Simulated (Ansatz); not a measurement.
Name crystals whose Seebeck coefficient, p-type 1e19 cm⁻³ lies between 480 and 750 μV/K and whose band gap lies between 2.5 and 3.9 eV, by r2SCAN, rigid bands in Ansatz (a quantum-chemistry and plane-wave program).

Many crystals can fit; among those computed here:
- Na$_{2}$S (Fm-3m): 600 μV/K, 3.10 eV
- Li2O2 (P6_3/mmc): 579 μV/K, 2.91 eV
- SrO (Fm-3m): 542 μV/K, 3.79 eV
- RbCaH3 (Pm-3m): 547 μV/K, 3.75 eV
- KTaO$_{3}$ (Pm-3m): 554 μV/K, 2.64 eV

Seebeck coefficients are for the stated density at 300 K, with one relaxation time for all states and whether or not that doping can be reached. Spin-orbit coupling is left out.

Formula and space group known from diffraction (Crystallography Open Database), not checked to be the room-temperature form: Li2O2 (P6_3/mmc), Na2S (Fm-3m), RbCaH3 (Pm-3m). The missing spin-orbit coupling matters most for KTaO3 (Pm-3m).
